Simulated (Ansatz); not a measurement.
Start from Rb in the bcc (W type) structure (space group Im-3m, No. 229; a = 5.570 Å).

All numbers come from PBEsol (Ansatz, an electronic-structure program), no spin-orbit coupling.

Before the change:

```
Quantity                         Result
-------------------  ------------------
Volume per atom                86.42 Å³
Magnetic state       not spin-polarised
Largest site moment             0.00 μB
```

Modification: full substitution Rb → Pr; the structure is relaxed again.

Task: Estimate the effect on the volume per atom, magnetic state and largest site moment.

Result: The volume per atom shrinks by 61.424 Å³ (86.42 Å³ → 24.99 Å³); the magnetic state goes from not spin-polarised to ferromagnetic; the largest site moment goes from zero to 2.40 μB.

The magnetic state is the one reached from the starting moments; the real material's order can differ, and small cells can't hold many antiferromagnetic ones. The 4f electrons are in the valence with no U and their state was not checked, so volumes and moments can be off. Stability against distortions was not tested. Spin-polarised in the final run: Pr; the other runs are not. This is not the structure that Pr has at room temperature and ambient pressure.
